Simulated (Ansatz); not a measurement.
Surface energy of the (10-11) surface of alpha quartz in its 1x1 cell (cut with top plane O, bottom plane O), outermost plane spacing 0.59 Å in the ideal cut, worked from total energies, which count from the potentials' own zero.

The numbers are results of PBE (plane waves to 420 eV, PAW; Ansatz, an electronic-structure program), not measurements.

Slab: 36 atoms, O24Si12, 12.7 Å thick at the start; k 6x4x1, smearing 0.025 eV, dipole-corrected; all atoms relaxed; start symmetry kept, larger cells not searched; no spin, no spin-orbit, no U.

```json
[
 {"quantity": "slab, O24Si12", "value": "-21279.8648 eV"},
 {"quantity": "bulk cell, O6Si3, on the slab's in-plane mesh", "value": "-5322.2224 eV"},
 {"quantity": "area of one face", "value": "35.242 Å²"}
]
```

Problem. What surface energy follows, as the mean over the slab's two faces?

Solution. the slab holds N = 4 bulk cells, so E(slab) − N·E(bulk) = 9.025 eV. Divided by 2A = 70.48 Å² this is 128.0 meV/Å², and with 1 eV/Å² = 16.02 J/m², γ = 2.05 J/m².
